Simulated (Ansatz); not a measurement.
Consider BeS in the zinc blende structure (space group F-43m, No. 216).

```xyz
2
Lattice="0.0000 2.4341 2.4341 2.4341 0.0000 2.4341 2.4341 2.4341 0.0000" Properties=species:S:1:pos:R:3 pbc="T T T"
S      3.6512     3.6512     3.6512
Be     0.0000     0.0000     0.0000
```

Cartesian axes are those of the cell as printed.

The values are results of Ansatz (a program for electronic structure) r2SCAN, no spin-orbit coupling, earlier PAW set, not measurements.

Perturbation: a pure shear with ε_xy = ε_yx = -0.0297, atoms relaxed at fixed cell.

Task: How does this affect the largest internal atomic displacement, energy relative to the base and stress?

Result: The largest internal atomic displacement comes out as 0.014 Å; the energy rises by 14 meV/atom; the stress (xx, yy, zz, yz, xz, xy; compression positive) comes out as (0.35, 0.35, -0.03, 0.00, 0.00, 5.21) GPa.

The cells carry an imposed strain or load. Whether these cells are dynamically stable was not tested.
